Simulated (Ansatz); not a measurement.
We consider InSbO₃ (model structure, started from the LiNbO3 type, R3c, No. 161, 10 atoms in the cell), described by r²SCAN+SOC in Ansatz (plane waves, PAW).

Settings: plane-wave cutoff 560 eV, 12×12×12 k mesh, Fermi–Dirac smearing 0.05 eV, PAW data made under PBE.

Cell (relaxed with PBEsol):

```
CELL_PARAMETERS angstrom
      2.94392     1.69967     5.00024
     -2.94392     1.69967     5.00024
      0.00000    -3.39934     5.00024
ATOMIC_POSITIONS crystal
  In 0.71462 0.71462 0.71462
  In 0.21462 0.21462 0.21462
  Sb 0.01265 0.01265 0.01265
  Sb 0.51265 0.51265 0.51265
  O  0.39208 0.51876 0.89479
  O  0.51876 0.89479 0.39208
  O  0.89479 0.39208 0.51876
  O  0.39479 0.01876 0.89208
  O  0.89208 0.39479 0.01876
  O  0.01876 0.89208 0.39479
```

Question: Give the computed band gap and Γ–Γ gap.

Answer: 
- band gap: 3.61 eV (on the SCF k mesh)
- Γ–Γ gap: 3.95 eV

Note: the relaxation could raise the start's symmetry but not lower it, so the cell can be a saddle point; cell and atoms aren't relaxed at this level (largest force component 0.45 eV/Å, pressure -0.2 GPa).

Computed values are for the static lattice.

A model structure was made by putting elements into a prototype or built by hand; it is no filed structure, need not be a known phase, and can be a saddle point held by its symmetry.

Ansatz is a first-principles code.
